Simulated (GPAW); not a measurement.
Band structure of HgS (F-43m, 2 atoms in the cell).

```
CELL_PARAMETERS angstrom
      0.00000     2.96580     2.96580
      2.96580     0.00000     2.96580
      2.96580     2.96580     0.00000
ATOMIC_POSITIONS crystal
  Hg 0.00000 0.00000 0.00000
  S  0.25000 0.25000 0.25000
```

Method of the run: PBE, GPAW PAW datasets PBE (gpaw-data 1.0.1) (plane waves; GPAW).

Settings: mode = pw; ecut = 600 eV; xc = PBE; kpts = 8 8 8; mesh shift (steps) = 0 0 0; occupations.name = fermi-dirac; occupations.width = 0.1 eV; nbands = -6; symmetry.symmorphic = false; symmetry.tolerance = 0.0005; maxiter = 120; bandpath_npoints = 40.

The starting cell comes from a database of computed structures (which also holds hypothetical and non-ambient phases and stackings), without a prior relaxation at this level. Its lattice was rescaled by a random factor within 2.5 % of one. Spin-orbit coupling is off. The run gives no clean gap (levels at the Fermi energy touch, overlap or are partly filled at this smearing), which alone does not show that the compound is a metal.

Levels in eV from the Fermi level, bands 9 to 16:
```tsv
point	9	10	11	12	13	14	15	16
Γ	-6.36	-0.61	-0.21	-0.21	-0.21	5.86	5.86	5.86
X	-5.95	-4.85	-2.38	-2.38	3.06	3.30	8.25	9.86
W	-5.65	-5.08	-2.81	-2.41	3.60	5.12	6.51	7.70
K	-5.75	-5.05	-2.90	-1.97	3.15	4.53	7.88	8.27
L	-5.97	-5.39	-1.12	-1.12	1.47	6.57	6.57	6.63
U	-5.75	-5.05	-2.90	-1.97	3.15	4.53	7.88	8.27
```

Bands cross the Fermi level along this path, so the cell is metallic at this level.
